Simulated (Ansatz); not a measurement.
## What uniaxial strain ε_yy = −4.11 % does to HfN

Take HfN in the rock salt structure (space group Fm-3m, No. 225; a = 4.526 Å; relaxed with 0.1 eV smearing) as the base. Axes: x, y, z lie along the cube axes.

It is then changed as follows: uniaxial strain ε_yy = −4.11 %, all other strain components held at zero; the atoms relax in the strained cell.

The values are results of r2SCAN (Ansatz, a quantum-chemistry and plane-wave program), scalar-relativistic without spin-orbit coupling, not measurements. k-mesh 22×22×22 (Γ-centred); smearing 0.1 eV (Fermi–Dirac).

Volume per atom: 11.11 Å³ (base 11.59 Å³)
Space group: I4/mmm (No. 139) (base Fm-3m (No. 225))
Shortest interatomic distance: 2.170 Å (base 2.263 Å)
Energy relative to the base (free energy F): +44 meV/atom
Pressure (mean of the normal stresses, compression positive): 14.2 GPa (base 0.0 GPa)
Band gap: zero (base zero)
Stress (xx, yy, zz, yz, xz, xy; compression positive): (5.3, 32.0, 5.3, 0.0, 0.0, 0.0) GPa

Final structure:

```
HfN
1.0
    0.00000     2.16985     2.26285
    2.26285     0.00000     2.26285
    2.26285     2.16985     0.00000
N Hf
1 1
Direct
  0.00000   0.00000   0.00000
  0.50000   0.50000   0.50000
```

Cost of the whole job for the changed cell (relaxation, final SCF and bands): very roughly 100 core-seconds.

No phonon test of stability was made. All final runs are without spin polarisation. An odd electron count without spin: HfN.
